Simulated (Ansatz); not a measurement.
Inside the gap of an insulator the Bloch states are evanescent, with a wavenumber k + iκ along the transport direction.

```yaml
crystal:
  lattice:
    - [4.99265, 0.00000, 0.00000]
    - [0.00000, 4.99265, 0.00000]
    - [0.00000, 0.00000, 6.93393]
  atoms:
    - { symbol: Si, position: [0.30134, 0.30134, 0.50000] }
    - { symbol: Si, position: [0.19866, 0.80134, 0.75000] }
    - { symbol: Si, position: [0.69866, 0.69866, 0.00000] }
    - { symbol: Si, position: [0.80134, 0.19866, 0.25000] }
    - { symbol: O, position: [0.10643, 0.23861, 0.32011] }
    - { symbol: O, position: [0.26139, 0.60643, 0.57011] }
    - { symbol: O, position: [0.89357, 0.76139, 0.82011] }
    - { symbol: O, position: [0.73861, 0.39357, 0.07011] }
    - { symbol: O, position: [0.60643, 0.26139, 0.42989] }
    - { symbol: O, position: [0.76139, 0.89357, 0.17989] }
    - { symbol: O, position: [0.39357, 0.73861, 0.92989] }
    - { symbol: O, position: [0.23861, 0.10643, 0.67989] }
```

Space group of this cell: P4_12_12. The cell is taken as given.

Transport runs along the normal of the first two printed cell vectors, the (001) plane of the conventional cell.

No gap correction and no spin-orbit coupling; mid-gap values are interpolated between computed energies.

Problem. Compute, with r2SCAN in Ansatz (a first-principles code), the band gap and the smallest decay constant κ at mid-gap.

Solution. Gap 6.34 eV on a 6×6×6 mesh; κ = 0.545 1/Å, at the zone centre.
